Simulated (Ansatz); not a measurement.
The starting structures come from a database of crystals and need not be the phases stable at ambient conditions.

The decay constant κ of evanescent states in the gap governs leakage through a thin film.

```
CELL_PARAMETERS angstrom
      4.11149     0.00000     0.00000
     -2.05575     5.81478     0.00000
      0.00000     0.00000     4.26824
ATOMIC_POSITIONS crystal
  Pb 0.87317 0.74634 0.75000
  Pb 0.12683 0.25366 0.25000
  S  0.64066 0.28132 0.75000
  S  0.35934 0.71868 0.25000
```

Space group of this cell: Cmcm. The cell was relaxed by PBE-D3(BJ); by r2SCAN its mean pressure is 1.2 GPa.

Transport runs along the normal of the first two printed cell vectors.

The gap is the functional's own. No spin-orbit coupling. Mid-gap values are interpolated on the energy grid.

Task: Estimate the band gap and the smallest decay constant κ at mid-gap that Ansatz (a quantum-chemistry and plane-wave program) with r2SCAN returns for this system.

Result: Gap 1.38 eV on a 8×8×8 mesh; κ = 0.112 1/Å, at (0.000, 0.500) of the in-plane reciprocal vectors. At the zone centre, at the nearest computed energy, the slowest state has κ = 0.18 1/Å.
